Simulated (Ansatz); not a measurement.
The reference is Co2P (space group P-62m, No. 189; ferromagnetic; a cell from a computed database, its experimental status unchecked).

```
CELL_PARAMETERS angstrom
      5.65566     0.00000     0.00000
     -2.82783     4.89794     0.00000
      0.00000     0.00000     3.35975
ATOMIC_POSITIONS crystal
  Co 0.60138 0.00000 0.50000
  Co 0.39862 0.39862 0.50000
  Co 0.00000 0.60138 0.50000
  Co 0.00000 0.25845 0.00000
  Co 0.25845 0.00000 0.00000
  Co 0.74155 0.74155 0.00000
  P  0.00000 0.00000 0.50000
  P  0.66667 0.33333 0.00000
  P  0.33333 0.66667 0.00000
```

Cartesian axes are those of the cell as printed.

Calculations: PBEsol in Ansatz (plane waves to 420 eV, PAW, without spin-orbit coupling).

The change: an isotropic linear strain of −1.30 %; the atoms relax in the strained cell.

### Question
Predict the stress tensor and what it implies for the stiffness.

### Answer
Stress of the strained cell less that of the base (GPa, compression positive):
```
   11.4     0.0     0.0
    0.0    11.4     0.0
    0.0     0.0    10.4
```

Then B = −ΔP/(ΔV/V₀) with ΔV/V₀ = -0.0385 gives secant stiffness values (nonlinear terms included at this strain): B (at held cell shape, above the free-shape value) ≈ 287 GPa.

As a check, the harmonic strain energy −½ V₀ Δσ:ε is 14 meV/atom; the computed energy rise is 13 meV/atom.

Other magnetic orders, which the real material may have, were not ruled out. Whether these cells are dynamically stable was not tested.

Ansatz is a program for electronic structure.
